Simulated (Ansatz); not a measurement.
**Converging the plane-wave cutoff: Rb2MnF4 (I4mm, 7 atoms in the cell)**

```
CELL_PARAMETERS angstrom
     -2.11983     2.11983     6.92037
      2.11983    -2.11983     6.92037
      2.11983     2.11983    -6.92037
ATOMIC_POSITIONS crystal
  Rb 0.35730 0.35730 0.00000
  Rb 0.64631 0.64631 0.00000
  Mn 0.00000 0.00000 0.00000
  F  0.15275 0.15275 0.00000
  F  0.84725 0.84725 0.00000
  F  0.50000 0.00000 0.50000
  F  0.00000 0.50000 0.50000
```
Moments meant for the start (each program seeds them in its own way; μB, in the order of the atoms Rb Rb Mn F F F F): 0.0 0.0 4.0 0.0 0.0 0.0 0.0.

Method: PBEsol+U, default PAW files made with PBE (plane waves; Ansatz, a first-principles code).

Base settings: basis.ecutwfc = 420 eV; kpoints.mp_grid.grid = 3 3 3; hamiltonian.xc = pbesol; hamiltonian.pseudopotentials = {kind: paw} (the program's default PAW files); hamiltonian.hubbard.sites = [{species: Mn, l: d, u_eff: 3.9}] eV; hamiltonian.hubbard.projectors = ortho-atomic; magnetization.spin_polarized = true; scf.occupations.method = fermi_dirac; scf.occupations.width = 0.05 eV.

The second cell is the first with its lattice scaled by 0.98.

The mesh stays at the base's, so the ladder's end is converged at best in this setting alone.

The first pressure column holds Ansatz's estimate of the finite-basis (Pulay) stress, which hides part of the cutoff error; the other is without it.

Only quantities that move along the ladder and can be compared are tabulated; the gap is left out on so coarse a mesh.

These are the values that this program gave, and no reference: magnets with a U can end in a higher state.

The count of work is k-points × plane waves × bands × iterations; it is no time. 

The starting cell comes from a database of computed structures (which also holds hypothetical and non-ambient phases and stackings), without a prior relaxation at this level. Its lattice was rescaled by up to half a per cent. One atom was moved a little off its site on purpose. With one magnetic atom in the cell only a parallel order is possible. With U or open f shells several self-consistent states can exist.

| basis.ecutwfc | free energy less the last step's (meV/atom) | energy of the compressed cell less the first (meV/atom) | pressure (GPa) | pressure without the Pulay estimate (GPa) | largest difference of a force vector from the last step's (eV/Å) | count of work / last |
|---|---|---|---|---|---|---|
| 145 eV | 30550.09 | 334.66 | 10.24 | -685.79 | 2.676 | 0.053 |
| 170 eV | 16199.85 | -130.40 | 9.52 | -430.71 | 1.689 | 0.072 |
| 190 eV | 9293.13 | 162.71 | 0.09 | -284.14 | 0.206 | 0.089 |
| 210 eV | 5538.72 | -46.60 | -4.22 | -191.17 | 0.522 | 0.087 |
| 230 eV | 3218.05 | -42.77 | -3.98 | -125.04 | 0.528 | 0.10 |
| 250 eV | 1838.33 | -1.09 | -1.60 | -80.00 | 0.220 | 0.12 |
| 295 eV | 469.40 | 15.94 | 0.34 | -26.41 | 0.086 | 0.14 |
| 335 eV | 122.48 | 11.84 | 0.12 | -8.64 | 0.006 | 0.19 |
| 380 eV | 22.78 | 11.43 | 0.09 | -1.97 | 0.005 | 0.23 |
| 420 eV | 4.77 | 11.63 | 0.11 | -0.31 | 0.001 | 0.27 |
| 460 eV | 1.92 | 11.71 | 0.12 | 0.07 | 0.001 | 0.31 |
| 505 eV | 1.62 | 11.72 | 0.12 | 0.11 | 0.001 | 0.35 |
| 565 eV | 1.29 | 11.72 | 0.12 | 0.10 | 0.001 | 0.42 |
| 630 eV | 1.01 | 11.71 | 0.12 | 0.11 | 0.001 | 0.49 |
| 735 eV | 0.81 | 11.71 | 0.12 | 0.10 | 0.001 | 0.62 |
| 840 eV | 0.36 | 11.70 | 0.12 | 0.09 | 0.000 | 0.76 |
| 1010 eV | 0.00 | 11.69 | 0.11 | 0.11 | 0.000 | 1.0 |

Coarsest basis.ecutwfc that holds the free energy within 0.5 meV/atom: not settled: the last two steps still differ by 0.36 meV/atom, over half the tolerance, so the ladder does not show it.

Coarsest basis.ecutwfc that holds the forces within 0.02 eV/Å of the last step, with all finer ones: 335 eV, at 0.19 of the last step's count of work; the step before is off by 0.086 eV/Å.

Coarsest basis.ecutwfc that holds the energy of the compressed cell less the first within 0.2 meV/atom of the last step, with all finer ones: 420 eV, at 0.27 of the last step's count of work; the step before is off by 0.26 meV/atom.

The energy difference between the two cells stays within 1 meV/atom of the last step's from 335 eV on, the total only from 735 eV on: much of the error is common to both cells and cancels.

At the lowest cutoff the pressure without the Pulay estimate lies 686 GPa under the last step's, the usual sign of Pulay stress in an incomplete plane-wave basis.

Keys are those of Ansatz 0.2.
